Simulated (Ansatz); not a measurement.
The starting structures come from a database of crystals and need not be the phases stable at ambient conditions.

 Where the default PAW files enter, the runs use the earlier of Ansatz's two default sets.

Inside the gap of an insulator the Bloch states are evanescent, with a wavenumber k + iκ along the transport direction.

```
CELL_PARAMETERS angstrom
      4.19675     0.00000     0.00000
      0.00000     4.19675     0.00000
      2.09837    -2.09837     6.49187
ATOMIC_POSITIONS crystal
  Ba 0.34528 0.65472 0.30944
  Ba 0.65472 0.34528 0.69056
  Zn 0.00000 0.00000 0.00000
  N  0.14071 0.85929 0.71858
  N  0.85929 0.14071 0.28142
```

Space group of this cell: I4/mmm. The cell is taken as given; by PBEsol its mean pressure is -2.9 GPa.

Transport runs along the normal of the first two printed cell vectors, the (001) plane of the conventional cell.

The gap is the functional's own, uncorrected, and κ follows it; spin-orbit coupling is left out. Mid-gap values are interpolated between the computed energies.

Q: Predict the band gap and the smallest decay constant κ at mid-gap from PBEsol (Ansatz, an electronic-structure program).

A: Gap 0.47 eV on a 8×8×8 mesh; κ = 0.154 1/Å, at (0.500, 0.500) of the in-plane reciprocal vectors. At the zone centre, at the nearest computed energy, the slowest state has κ = 0.16 1/Å.
